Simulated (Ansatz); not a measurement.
Ansatz (a first-principles code) run on InBi (P4/nmm, 4 atoms in the cell): self-consistent single point.

Method: PBEsol, PAW files made with PBE (plane waves; Ansatz).

```yaml
crystal:
  lattice:
    - [4.84796, 0.00000, 0.00000]
    - [0.00000, 4.84796, 0.00000]
    - [0.00000, 0.00000, 5.15543]
  atoms:
    - { symbol: In, position: [0.50000, 0.50000, 0.00000] }
    - { symbol: In, position: [0.00000, 0.00000, 0.00000] }
    - { symbol: Bi, position: [0.50000, 0.00000, 0.36001] }
    - { symbol: Bi, position: [0.00000, 0.50000, 0.63999] }
```

Reference input (self-consistent single point, DFT, PBEsol, plane waves, PAW files made with PBE): kpoints.mp_grid.grid = 5 5 5; hamiltonian.xc = pbesol; hamiltonian.pseudopotentials = {kind: paw} (the program's default PAW files); scf.occupations.method = gaussian; scf.occupations.width = 0.272 eV. This run's input differs from it in these lines:

Ansatz 0.2 input:
```diff
@@ -11,3 +11,3 @@
 kpoints:
-  mp_grid: { grid: [5, 5, 5] }
+  mp_grid: { grid: [7, 7, 6] }
 hamiltonian:
```

Output (repeated stretches shortened):

```
SCF iter   1: F=—  HF=-35540.103545 eV  |F-HF|=—  |Δ(HF+E_count)|=         —  Δρ=1.71e-2  dr2=7.17e-1  ethr=3.10e-3  ⟨swp⟩=6.6  Hψ=5769  notcnv=0
all-band conjugate gradients solve this SCF's bands
preconditioner: auto → Kerker (q_TF=auto, 2.399 Å⁻¹)
SCF iter   2: F=—  HF=-35539.975242 eV  |F-HF|=—  |Δ(HF+E_count)|=   1.28e-1  Δρ=1.08e-2  dr2=3.12e-1  ethr=1.28e-3  ⟨swp⟩=1.0  Hψ=1680  notcnv=0
   [... lines left out ...]
SCF iter   5: F=—  HF=-35539.892833 eV  |F-HF|=—  |Δ(HF+E_count)|=   1.88e-4  Δρ=1.43e-4  dr2=4.86e-5  ethr=1.73e-6  ⟨swp⟩=2.0  Hψ=1593  notcnv=0  defer=1
SCF iter   6: F=—  HF=-35539.892827 eV  |F-HF|=—  |Δ(HF+E_count)|=   5.64e-6  Δρ=4.07e-5  dr2=2.87e-6  ethr=8.68e-8  ⟨swp⟩=2.6  Hψ=2484  notcnv=0  defer=32
SCF iter   7: F=—  HF=-35539.892827 eV  |F-HF|=—  |Δ(HF+E_count)|=   3.60e-7  Δρ=1.52e-5  dr2=2.54e-7  ethr=5.13e-9  ⟨swp⟩=2.0  Hψ=2051  notcnv=0  defer=32
SCF iter   8: F=-35539.892827 eV  HF=-35539.892827 eV  |F-HF|=2.68e-9  |Δ(HF+E_count)|=   3.25e-9  Δρ=3.48e-6  dr2=1.97e-8  ethr=1.79e-10  ⟨swp⟩=8.4  Hψ=5531  notcnv=0
SCF 1 converged in 8 iterations: F = -35539.892827 eV  dr2 = 1.97e-8
Free energy (F): -35539.892827 eV
Internal energy: -35539.855567 eV  (E = F + TS)
E sigma→0 (E₀):  -35539.874197 eV
Entropy (-TS):   -0.037260 eV (-9.315 meV/atom)
Fermi energy:    9.913096 eV
--- Forces (eV/Å), atoms counted from 1 ---
  atom   1  In     0.00000000     0.00000000     0.00000000
  atom   2  In     0.00000000     0.00000000     0.00000000
  atom   3  Bi     0.00000000     0.00000000     0.38908375
  atom   4  Bi     0.00000000     0.00000000    -0.38908375
--- Stress (GPa, compression-positive) ---
        0.119048       0.000000       0.000000
        0.000000       0.119048       0.000000
        0.000000       0.000000       0.277091
  P = ⅓ Tr σ = 0.1717 GPa (1.717 kbar)
  The stress holds the Pulay correction. Without it, at fixed plane waves, as pw.x and ABINIT print it: P = 0.1561 GPa
```

The run converged in 8 iterations. Against the reference run the free energy rises by 9.0 meV/atom, the pressure hardly changes (0.24 to 0.17 GPa) and the largest force goes from 0.423 to 0.389 eV/Å.

The starting cell comes from a database of computed structures (which also holds hypothetical and non-ambient phases and stackings), without a prior relaxation at this level. Its lattice was rescaled by a random factor within 2.5 % of one. Ansatz's pressure includes its estimate of the finite-basis (Pulay) stress.
